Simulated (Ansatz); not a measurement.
The starting structures come from a database of crystals and need not be the phases stable at ambient conditions.

Tunnelling through a barrier is set by its complex band structure: the current falls as exp(−2κd) with the smallest κ.

Consider the following.

```
CELL_PARAMETERS angstrom
      5.08227     0.00000     0.00000
      0.00000     5.08227     0.00000
      2.54113    -2.54113     3.59370
ATOMIC_POSITIONS crystal
  Ca 0.25000 0.25000 0.50000
  Ca 0.75000 0.75000 0.50000
  Ge 0.00000 0.00000 0.00000
```

Space group of this cell: Fm-3m, anti-fluorite. The cell is taken as given; by PBEsol its mean pressure is -1.1 GPa.

Transport runs along the normal of the first two printed cell vectors, the (001) plane of the conventional cell.

The gap is the functional's own. No spin-orbit coupling. Mid-gap values are interpolated on the energy grid.

Task: State the band gap and the smallest decay constant κ at mid-gap according to Ansatz (a program for electronic structure) with PBEsol.

Result: Gap 0.54 eV on a 8×8×8 mesh; κ = 0.115 1/Å, at (0.500, 0.500) of the in-plane reciprocal vectors. At the zone centre, at the nearest computed energy, the slowest state has κ = 0.14 1/Å.
